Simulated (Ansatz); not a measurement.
## A computed series for Na2S: response to strain

The parent structure is Na$_{2}$S in the anti-fluorite structure (space group Fm-3m, No. 225; a = 6.5679 Å).

Strains are applied to the cell and any free atomic positions relax.

All numbers come from PBE (Ansatz, a first-principles code), no spin-orbit coupling.

Candidates:
(a) isotropic strain −3.00 %
(b) isotropic strain +3.00 %
(c) isotropic strain −2.00 %
(d) isotropic strain +1.00 %
(e) isotropic strain −2.50 %

Notes on the quantities. energy relative to the base: free energy F.

Order them by energy relative to the base, lowest first.

(d) isotropic strain +1.00 % (+1.8 meV/atom), (c) isotropic strain −2.00 % (+8.0 meV/atom), (e) isotropic strain −2.50 % (+13 meV/atom), (b) isotropic strain +3.00 % (+15 meV/atom), (a) isotropic strain −3.00 % (+19 meV/atom)

Stability against distortions was not tested.
